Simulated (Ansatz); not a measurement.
Base system: Ti in the hcp (Mg type) structure (space group P6_3/mmc, No. 194; a = 2.864 Å, c = 4.537 Å; relaxed with 0.1 eV smearing). Axes: x lies along a and z along c of the hexagonal cell.

Level of theory: LDA in Ansatz (plane waves to 420 eV, PAW, without spin-orbit coupling).

Base values:

The pressure is 0.0 GPa, the shortest interatomic distance is 2.807 Å and the band gap comes out as zero.

It is then changed as follows: the cell is compressed by 0.50 % along z with no lateral relaxation, atoms relaxed at fixed cell.

Problem. Predict the new pressure.

Solution. The pressure (mean of the normal stresses, compression positive) goes from zero to 0.7 GPa.

Problem. What does the calculation give for the shortest interatomic distance after the change?

Solution. The shortest interatomic distance falls by 0.009 Å, from 2.807 Å to 2.798 Å.

Problem. What happens to the energy relative to the base?

Solution. The energy stays essentially unchanged.

Problem. Estimate the effect on the band gap.

Solution. The band gap stays zero.

The cells carry an imposed strain or load. No phonon test of stability was made. The final runs are not spin-polarised.

Ansatz is a first-principles code.
